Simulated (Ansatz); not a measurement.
Surface energy of faces of hcp Y in PBE and in r2SCAN, in Ansatz (plane waves, PAW). Symmetric slabs relaxed with PBE from ideal cuts in 1x1 cells (the lowest computed cut and spin start of each face; real faces may reconstruct in larger cells); r2SCAN values are single points on them, with the bulk at the same level. No spin-orbit coupling, no U.

| face | PBE (J/m²) | r2SCAN (J/m²) |
|---|---|---|
| (0001) | 1.00 | 1.10 |
| (10-10) | 0.97 | 1.04 |
| (10-11) | 0.99 | 1.06 |
| (10-12) | 1.07 | ? |
| (11-20) | 1.02 | 1.08 |
| (11-21) | 1.12 | 1.18 |
| (11-22) | 1.08 | 1.16 |
| (20-21) | 0.99 | 1.06 |
| (21-30) | 1.03 | 1.08 |

### Question
Fit a straight line y = a·x + b by least squares to the 8 complete rows (x: PBE (J/m²); y: r2SCAN (J/m²)).

### Answer
the means are x̄ = 1.0250 and ȳ = 1.0950; Σ(x − x̄)² = 0.018200 and Σ(x − x̄)(y − ȳ) = 0.017000, so a = 0.934 and b = ȳ − a·x̄ = 0.138. The largest residual is 0.028.

### Question
What does the line predict for the withheld row, (10-12), and what did the calculation give?

### Answer
the line gives 1.14; the calculation gave 1.16, a miss of 0.02, of the size of the fitted rows' scatter and rounding.

Ansatz is an electronic-structure program.
